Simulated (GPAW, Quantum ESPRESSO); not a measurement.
A Quantum ESPRESSO input for a self-consistent single point of GaN (F-43m, 2 atoms in the cell) (DFT, PBE, plane waves, GBRV 1.5 ultrasoft (PBE) pseudopotentials):

```fortran
&control
    calculation = 'scf'
    prefix = 'pwscf'
    outdir = './tmp'
    pseudo_dir = './'
    verbosity = 'high'
    tprnfor = .true.
    tstress = .true.
/
&system
    ibrav = 2
    celldm(1) = 8.5261079031
    nat = 2
    ntyp = 2
    ecutwfc = 50
    ecutrho = 250
    occupations = 'fixed'
    nbnd = 16
/
&electrons
    conv_thr = 1.0e-11
/
ATOMIC_SPECIES
Ga    69.7230  ga_pbe_v1.4.uspp.F.UPF
N     14.0070  n_pbe_v1.2.uspp.F.UPF
ATOMIC_POSITIONS crystal
Ga    0.0000000000    0.0000000000    0.0000000000
N     0.7500000000    0.7500000000    0.7500000000
K_POINTS automatic
6 6 6  0 0 0
```

Task: Give the GPAW input for the same structure, mesh, smearing and functional.

Result: This is the input that was run; spellings and numerical settings could be chosen otherwise.

```python
from ase import Atoms
from ase.units import GPa
from gpaw import GPAW

atoms = Atoms(['Ga', 'N'],
              cell=[[0.000000, 2.255911, 2.255911],
                    [2.255911, 0.000000, 2.255911],
                    [2.255911, 2.255911, 0.000000]],
              scaled_positions=[[0.000000, 0.000000, 0.000000],
                                [0.750000, 0.750000, 0.750000]],
              pbc=True)

calc = GPAW(mode={'name': 'pw', 'ecut': 950},
            xc='PBE',
            kpts={'size': (6, 6, 6), 'gamma': True},
            occupations={'name': 'fermi-dirac', 'width': 0.0},
            nbands=-8,
            convergence={'density': 1e-05, 'bands': -6},
            symmetry={'symmorphic': False, 'tolerance': 0.0005},
            maxiter=150)

atoms.calc = calc

energy = atoms.get_potential_energy()
print('Energy (eV):', round(energy, 6))
forces = atoms.get_forces()
print('Forces (eV/Ang):')
print(forces.round(5))
stress = atoms.get_stress()
print('Stress (GPa, Voigt):', (stress / GPa).round(4))
```

Basis settings and potentials, where a program has them, do not carry over. This input uses DFT PBE, plane waves, GPAW PAW datasets PBE (gpaw-data 1.0.1). Both were run: gap on the mesh 1.719 eV in Quantum ESPRESSO and 1.815 in GPAW.

On GPAW: the starting cell comes from a database of computed structures (which also holds hypothetical and non-ambient phases and stackings), without a prior relaxation at this level. Its lattice was rescaled by a random factor within 2.5 % of one. For this run, on top of that: lattice scaled by 0.98.

On Quantum ESPRESSO: the starting cell comes from a database of computed structures (which also holds hypothetical and non-ambient phases and stackings), without a prior relaxation at this level. Its lattice was rescaled by a random factor within 2.5 % of one. For this run, on top of that: lattice scaled by 0.98. With a pressure of about 4 GPa the cell is away from its equilibrium volume at this level.
